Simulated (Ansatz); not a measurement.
For GeSb2Te4 (model structure, started from the GeSb2Te4 type, R-3m, No. 166, 7 atoms in the cell), PBE in Ansatz (PAW) gives:

| Item | Result |
|---|---|
| equilibrium lattice constant a | 4.310 Å |
| c axis length | 42.116 Å |
| formation enthalpy | -0.116 eV/atom |

**Question.** What does PBE-D3(BJ) in Ansatz (plane waves, PAW) give for the same quantities?

**Answer.** 
- lattice constant a: 4.248 Å (drops by 1.4 %)
- lattice parameter c: 40.183 Å (drops by 4.6 %)
- formation enthalpy: -0.121 eV/atom (moves by -0.005 eV/atom)

Changes are worked out from the printed values.

Unless a cell is named, each level is at its own relaxed cell (PBE 32.26, PBE-D3(BJ) 29.90 Å³/atom).

Levels without +SOC leave out spin–orbit coupling, which shifts energies and cells of such heavy elements.

Caveats: a distance lies near a switch of the dispersion term, which can move the cell (PBE-D3(BJ)). Ansatz's density-functional and Hartree–Fock values are scalar-relativistic unless marked +SOC, with PAW data made under PBE.

A model structure was made by putting elements into a prototype or built by hand; it is no filed structure, need not be a known phase, and can be a saddle point held by its symmetry.

Ansatz is a quantum-chemistry and plane-wave program.
